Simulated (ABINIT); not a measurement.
Band structure of AgBr (Fm-3m, 2 atoms in the cell).

```xyz
2
Lattice="0.0000 2.8233 2.8233 2.8233 0.0000 2.8233 2.8233 2.8233 0.0000" Properties=species:S:1:pos:R:3 pbc="T T T"
Ag     0.0000     0.0000     0.0000
Br     2.8233     2.8233     2.8233
```

Method of the run: PBE, PAW (JTH v2.0 PBE PAW) (plane waves; ABINIT).

Settings: pseudos = [Ag.GGA_PBE-JTH.xml, Br.GGA_PBE-JTH.xml]; ecut = 544 eV; pawecutdg = 1088 eV; pawxcdev = 0; ixc = 11; occopt = 1; ngkpt = 8 8 8; nshiftk = 1; shiftk = 0 0 0; potentials = JTH v2.0 PBE PAW; kptopt = 1; nstep = 100; tolvrs1 = 1e-12.

The starting cell comes from a database of computed structures (which also holds hypothetical and non-ambient phases and stackings), without a prior relaxation at this level. Its lattice was rescaled by a random factor within 2.5 % of one.

### Question
Predict the gap along the standard path and the places of the band edges.

### Answer
The gap along the path is 0.66 eV, from L to Γ; the smallest direct gap on it is 2.77 eV.

Levels in eV from the top of the valence band on the SCF mesh, bands 6 to 13:
| point | 6 | 7 | 8 | 9 | 10 | 11 | 12 | 13 |
|---|---|---|---|---|---|---|---|---|
| Γ | -3.02 | -2.11 | -2.11 | -2.11 | 0.66 | 9.93 | 9.93 | 9.93 |
| X | -2.84 | -2.56 | -2.56 | -2.42 | 1.48 | 6.97 | 9.29 | 11.33 |
| W | -2.53 | -2.47 | -2.47 | -1.68 | 3.85 | 7.16 | 7.70 | 7.70 |
| K | -2.61 | -2.38 | -2.17 | -1.32 | 2.92 | 6.83 | 8.34 | 9.31 |
| L | -2.67 | -2.30 | 0.00 | 0.00 | 3.59 | 6.68 | 6.68 | 6.90 |
| U | -2.61 | -2.38 | -2.17 | -1.32 | 2.92 | 6.83 | 8.34 | 9.31 |
